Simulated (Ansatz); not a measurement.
Levels about the gap of amorphous In15Ga9Sn9O54 (87 atoms in a cell of 1149 Å³, 6.19 g/cm³; zone centre alone, so wide bands show as single levels with stretches between that a denser mesh fills), at the geometry that PBE relaxed, where it gives 0.1 GPa on a denser mesh. The participation number counts the atoms over which a state spreads; weights are charges in smoothed Voronoi cells. The levels come from a single point, so bond lengths are those of that geometry. Method of the levels: r2SCAN, scalar-relativistic without spin-orbit coupling (Ansatz, a quantum-chemistry and plane-wave program). Sampling: the zone centre alone; Fermi-Dirac width 0.02 eV; no spin polarisation. At PBE the levels at the filled edge of the gap are localised (band-tail or defect states).

A CHGNet melt-quench gave the starting glass, which DFT then relaxed. O atoms were pushed apart under 1.9 Å during the dynamics, to hinder bonds among them. The hot cell started wider than the set density and was brought back towards it in steps. It is the lowest in DFT energy of 4 quenches. It is a model cell: composition and starting density were chosen by hand, and all elements were melted together. No dispersion term was used. Its density started from a set value of 6.21 and ended at 6.19 g/cm³. The simulated quench (nominally 88 K/ps over its main leg) is rapid and tends to freeze in more defects than a deposited or slowly cooled glass has. A cell of this size samples the disorder only roughly. The volume was free in the relaxation, at fixed shape. Stress components on the final sampling reach 2.2 GPa.

```json
[
 {"E - E(highest filled), eV": "-0.32", "filling": "filled", "participation number": "7.6", "largest on": "O, 3 neighbours", "weight O": "0.95", "weight Sn": "0.01", "weight In": "0.03", "weight Ga": "0.02"},
 {"E - E(highest filled), eV": "-0.30", "filling": "filled", "participation number": "16.6", "largest on": "O, 3 neighbours", "weight O": "0.96", "weight Sn": "0.01", "weight In": "0.02", "weight Ga": "0.01"},
 {"E - E(highest filled), eV": "-0.24", "filling": "filled", "participation number": "20.2", "largest on": "O, 3 neighbours", "weight O": "0.95", "weight Sn": "0.01", "weight In": "0.03", "weight Ga": "0.01"},
 {"E - E(highest filled), eV": "-0.20", "filling": "filled", "participation number": "9.9", "largest on": "O, 3 neighbours", "weight O": "0.96", "weight Sn": "0.01", "weight In": "0.02", "weight Ga": "0.01"},
 {"E - E(highest filled), eV": "-0.18", "filling": "filled", "participation number": "13.6", "largest on": "O, 3 neighbours", "weight O": "0.95", "weight Sn": "0.01", "weight In": "0.02", "weight Ga": "0.01"},
 {"E - E(highest filled), eV": "-0.12", "filling": "filled", "participation number": "12.1", "largest on": "O, 3 neighbours", "weight O": "0.94", "weight Sn": "0.01", "weight In": "0.05", "weight Ga": "0.01"},
 {"E - E(highest filled), eV": "0.00", "filling": "filled", "participation number": "4.7", "largest on": "O, 3 neighbours", "weight O": "0.95", "weight Sn": "0.00", "weight In": "0.03", "weight Ga": "0.01"},
 {"E - E(highest filled), eV": "1.11", "filling": "empty", "participation number": "76.1", "largest on": "Sn, 6 neighbours", "weight O": "0.53", "weight Sn": "0.15", "weight In": "0.24", "weight Ga": "0.08"},
 {"E - E(highest filled), eV": "3.45", "filling": "empty", "participation number": "24.9", "largest on": "Sn, 6 neighbours", "weight O": "0.60", "weight Sn": "0.25", "weight In": "0.12", "weight Ga": "0.02"},
 {"E - E(highest filled), eV": "3.70", "filling": "empty", "participation number": "39.4", "largest on": "Sn, 6 neighbours", "weight O": "0.59", "weight Sn": "0.18", "weight In": "0.19", "weight Ga": "0.03"},
 {"E - E(highest filled), eV": "3.82", "filling": "empty", "participation number": "41.8", "largest on": "Sn, 6 neighbours", "weight O": "0.59", "weight Sn": "0.15", "weight In": "0.21", "weight Ga": "0.05"},
 {"E - E(highest filled), eV": "3.86", "filling": "empty", "participation number": "48.5", "largest on": "In, 5 neighbours", "weight O": "0.60", "weight Sn": "0.15", "weight In": "0.20", "weight Ga": "0.05"},
 {"E - E(highest filled), eV": "4.02", "filling": "empty", "participation number": "41.4", "largest on": "Sn, 5 neighbours", "weight O": "0.61", "weight Sn": "0.12", "weight In": "0.20", "weight Ga": "0.08"},
 {"E - E(highest filled), eV": "4.08", "filling": "empty", "participation number": "39.1", "largest on": "Sn, 5 neighbours", "weight O": "0.60", "weight Sn": "0.18", "weight In": "0.16", "weight Ga": "0.06"}
]
```

Most localised among these is the filled level at +0.00 eV, on a O atom, which has 3 neighbours (In 2.08 Å, In 2.10 Å, In 2.15 Å).
